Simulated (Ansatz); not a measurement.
Effective masses and thermopower of YN (Fm-3m)

Here is the system:

```xyz
2
Lattice="0.0000 2.4479 2.4479 2.4479 0.0000 2.4479 2.4479 2.4479 0.0000" Properties=species:S:1:pos:R:3 pbc="T T T"
Y      0.0000     0.0000     0.0000
N      2.4479     2.4479     2.4479
```

Method: r2SCAN with spin-orbit coupling, rigid bands (plane waves, PAW; Ansatz, a program for electronic structure). How the cell was made: cell and atoms relaxed with r2SCAN.

The band gap is 0.56 eV. The electron conductivity mass (300 K, dilute) is 0.23 mₑ and the hole conductivity mass (300 K, dilute) comes out as 0.59 mₑ. The effective density of states N_c (300 K) is 1.3e19 cm⁻³, the effective density of states N_v (300 K) is 2.4e19 cm⁻³ and the density-of-states mass, electrons comes out as 0.65 mₑ. The density-of-states mass, holes is 0.98 mₑ. The Seebeck coefficient, n-type 1e19 cm⁻³, 300 K is -243 μV/K, the best n-type power factor at 300 K for τ = 10 fs (best axis; densities from 1e16 to 1e21 cm⁻³ tried, whether or not they can be reached) is 9.1 μW/(cm·K²) at 3e19 cm⁻³ and the Seebeck coefficient, p-type 1e19 cm⁻³, 300 K is 315 μV/K. The best p-type power factor at 300 K for τ = 10 fs (best axis; densities from 1e16 to 1e21 cm⁻³ tried, whether or not they can be reached) is 11.3 μW/(cm·K²) at 3e20 cm⁻³.

Rigid bands; masses and Seebeck coefficients take one relaxation time τ for all states and one kind of carrier; polarons and phonon drag are left out.
